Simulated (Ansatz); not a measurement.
By PBEsol, the system below comes out a metal.

Without scattering a metal conducts by its projected Fermi surface.

```xyz
1
Lattice="2.5296 0.0000 0.0000 0.0000 2.5296 0.0000 1.2648 -1.2648 1.7887" Properties=species:S:1:pos:R:3 pbc="T T T"
Cu     0.0000     0.0000     0.0000
```

The cell is taken as given; by PBEsol it stands under a pressure of -1.9 GPa.

The current flows along the normal of the first two printed cell vectors, the (001) plane of the conventional cell. No spin-orbit coupling; the value is a mean over 0.1 eV about the Fermi level.

Q: Give the ballistic conductance per area that PBEsol (Ansatz, an electronic-structure program) yields.

A: 1.1 × 10¹⁵ S/m² for both spins.
